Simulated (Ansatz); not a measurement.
Consider BeS (space group P4/nmm, No. 129; a = 3.452 Å, c = 5.621 Å; a hypothetical phase, not in the database extracts checked; layered, stacked along the Cartesian z axis). Axes: x, y, z lie along a, b, c of the conventional cell.

Now apply this change: biaxial strain −1.24 %, plane normal [001], relaxed out of plane (Cartesian); in-plane vectors clamped, the third vector and the atoms free.

Levels (all Ansatz, an electronic-structure program, PAW): PBEsol (420 eV, scalar-relativistic without spin-orbit coupling); r2SCAN (500 eV, no spin-orbit coupling); HSE06 (420 eV, no spin-orbit coupling).

One geometry, relaxed with PBEsol, under each level:

```csv
level,band gap,lowest conduction level above the VBM at special points,pressure
PBEsol,3.36 eV,Γ 3.36 eV; Z 3.55 eV; M 3.95 eV; A 4.96 eV,1.22 GPa
r2SCAN,___,___,___
HSE06,4.46 eV,Γ 4.46 eV; Z 4.68 eV; M 5.03 eV,–
```

Task: Give the withheld r2SCAN results.

Result: 
- r2SCAN, band gap: 4.04 eV
- r2SCAN, lowest conduction level above the VBM at special points: Γ 4.04 eV; Z 4.25 eV; M 4.50 eV; A 5.54 eV
- r2SCAN, pressure: 2.17 GPa

Single points use the geometry relaxed with PBEsol. Their cutoffs differ, which shifts pressures a little. Whether these cells are dynamically stable was not tested. The base started in Pnma and relaxed to P4/nmm at this level. No dispersion term is included in the PBEsol runs.
